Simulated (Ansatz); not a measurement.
Results of HSE06 (Ansatz, an electronic-structure program, plane waves, PAW) for CsGeBr₃ (within 0.1 Å of R3m, No. 160, 5 atoms in the cell; start mp-642739).

Numerical settings: plane-wave cutoff 460 eV, 4×4×4 k mesh, Fermi–Dirac smearing 0.01 eV, scalar-relativistic PAW data made under PBE.

Cell (relaxed with PBEsol):

```xyz
5
Lattice="3.9250 -3.8845 0.0573 3.9250 3.8845 0.0573 -0.1658 0.0000 5.5194" Properties=species:S:1:pos:R:3 pbc="T T T"
Cs     6.9412     0.0000     3.4231
Ge     2.9555     0.0000     0.7034
Br     3.0400     0.0000     3.2913
Br     5.1259     1.9853     0.6212
Br     5.1259    -1.9853     0.6212
```

Problem. Give the computed band gap and Γ–Γ gap.

Solution. 
- band gap: 1.21 eV (on the SCF k mesh)
- Γ–Γ gap: 6.60 eV

Note: cell and atoms aren't relaxed at this level (largest force component 0.15 eV/Å, pressure 1.4 GPa).

Spin–orbit coupling is not included.

A start named mp-… is a Materials Project structure, which need not be a measured phase.
